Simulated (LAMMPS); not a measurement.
LAMMPS 22 Jul 2025, classical MD, EAM (Finnis-Sinclair form) (Mg_mm.eam.fs): Mg, 55296 atoms.

```yaml
task: MD, nve
potential: EAM (Finnis-Sinclair form), Mg_mm.eam.fs
copies_of_the_repeat_unit: 24×24×24
shape (slab and sphere leave vacuum in the box): slab
temperature: 800 K
steps: 800
timestep: 2 fs
neighbor_skin: 2 Å
neigh_modify: every 1 delay 0 check yes
thermo: 100
processors: 1 1 64
newton: on (default)
atom_modify sort (bins of 2 Å where set): 1000 (default)
comm_style: brick (default)
box: 77.0 × 133.4 × 375.2 Å, the slab in its lowest third along z, the rest vacuum
start: generated hcp lattice, warmed in an untimed run
compared_values: energy and forces of the first step, drift over the run
```

It runs on a single node (Arm Neoverse V2, 96 cores on 1 socket, no SMT, 1 L3 cache group).

Run on 64 ranks, it takes 4.8 s from launch to exit:

```bash
# ahead of the timed run: OMP_NUM_THREADS=1 mpirun -np 48 lmp -in in.warm -log none -nocite
OMP_NUM_THREADS=1 mpirun -np 64 lmp -in in.lmp -log log.lammps -nocite
```

From its output:

```
  using 1 OpenMP thread(s) per MPI task
  1 by 1 by 64 MPI processor grid
  55296 atoms
  master list distance cutoff = 9.5
  ghost atom cutoff = 9.5
Per MPI rank memory allocation (min/avg/max) = 3.228 | 3.681 | 4.821 Mbytes
91.4% CPU use with 64 MPI tasks x 1 OpenMP threads
...
Loop time of 4.58441 on 64 procs for 800 steps with 55296 atoms

Performance: 30.154 ns/day, 0.796 hours/ns, 174.504 timesteps/s, 9.649 Matom-step/s
91.4% CPU use with 64 MPI tasks x 1 OpenMP threads

MPI task timing breakdown:
Section |  min time  |  avg time  |  max time  |%varavg| %total
---------------------------------------------------------------
Pair    | 0.051395   | 1.3539     | 4.0562     | 140.2 | 29.53
Neigh   | 9.6785e-05 | 0.050722   | 0.19056    |  31.6 |  1.11
Comm    | 0.00074675 | 0.3451     | 2.1311     |  87.2 |  7.53
Output  | 0.00029146 | 0.0012258  | 0.0017148  |   1.8 |  0.03
Modify  | 0.00013498 | 0.0050614  | 0.017099   |   9.5 |  0.11
Other   |            | 2.828      |            |       | 61.70

Nlocal:            864 ave        3183 max           0 min
Histogram: 41 0 0 2 0 0 0 14 3 4
Nghost:        4340.12 ave       13847 max           0 min
Histogram: 39 0 1 1 1 1 2 0 11 8
Neighs:        61130.1 ave      226620 max           0 min
Histogram: 41 1 0 1 0 1 2 9 5 4

Total # of neighbors = 3912329
Ave neighs/atom = 70.752478
Neighbor list builds = 36
Dangerous builds = 0
```

Wall times, medians of two to five repeats, each run alone on the node (launch to exit). Unless noted, each process is bound to its own block of adjacent cores. The times hold for this build (PyPI wheel: MPICH, OPENMP and OPT packages). Scratch files lie in a memory file system. A preparatory run goes ahead and isn't timed.

**Question.** What holds this run back, and which change relieves it on the same cores with the result kept within 1.0 meV/atom in energy, 10 meV/Å in forces on 48 atoms, 0.20 meV an atom in drift of the total energy?

**Answer.** The largest part is other (Other), 58 % of the time from launch to exit. One change that relieves it (others may too): going from processors = 1 1 64 to processors = * * 1, one of the fastest of the measured ones that keep the result: 4.8 s to 1.5 s (3.2× as fast). The largest move is in other (Other): 2.8 s to 0.018 s. The slowest rank's pair time is 3.00 times the mean in the first run and 1.02 times in the second; the others wait. What the program resolved moves too: grid of ranks from 1 by 1 by 64 to 8 by 8 by 1. These two results differ by: energy equal as printed, forces on 48 atoms equal as printed, drift of the total energy equal as printed. Others tried: processors = 8 8 1 (1.5 s); processors = 64 1 1 (2.7 s); processors = 4 4 4 (3.7 s); processors = * * * (default) (3.7 s).
